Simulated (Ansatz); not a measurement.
The starting structures come from a database of crystals and need not be the phases stable at ambient conditions.

# Evanescent states of B$_{6}$As (R-3m, not sure to be the ambient phase, 14 atoms a cell, 9.2 Å³ an atom) along the normal of (100)

The numbers are results of r2SCAN (plane waves, PAW; Ansatz, a program for electronic structure), not measurements.

No gap correction and no spin-orbit coupling; mid-gap values are interpolated between computed energies.

Energies count from the valence-band top; κ is the least over a 6×4 mesh across the current.

```
E (eV)  κ (1/Å)  where
------  -------  -----
0.07      0.120  off Γ
0.21      0.176      Γ
0.35      0.201  off Γ
0.49      0.220  off Γ
0.63      0.235  off Γ
0.77      0.249  off Γ
0.91      0.255  off Γ
1.05      0.257  off Γ
1.19      0.256  off Γ
1.33      0.253  off Γ
1.47      0.249  off Γ
1.61      0.242  off Γ
1.75      0.234  off Γ
1.89      0.225  off Γ
2.03      0.213  off Γ
2.17      0.200  off Γ
2.31      0.185  off Γ
2.45      0.167  off Γ
2.59      0.145  off Γ
2.73      0.116  off Γ
2.87      0.028  off Γ
```

**Question.** How thick must the barrier be to attenuate the transmission by 10^4 when the electrodes' Fermi level lies at 2.17 eV, and what attenuation does that film give at 2.87 eV?

**Answer.** d = 4 ln 10 / (2 × 0.200) = 23.0 Å. At 2.87 eV it gives 4 × 0.028/0.200 = 0.6 decades.
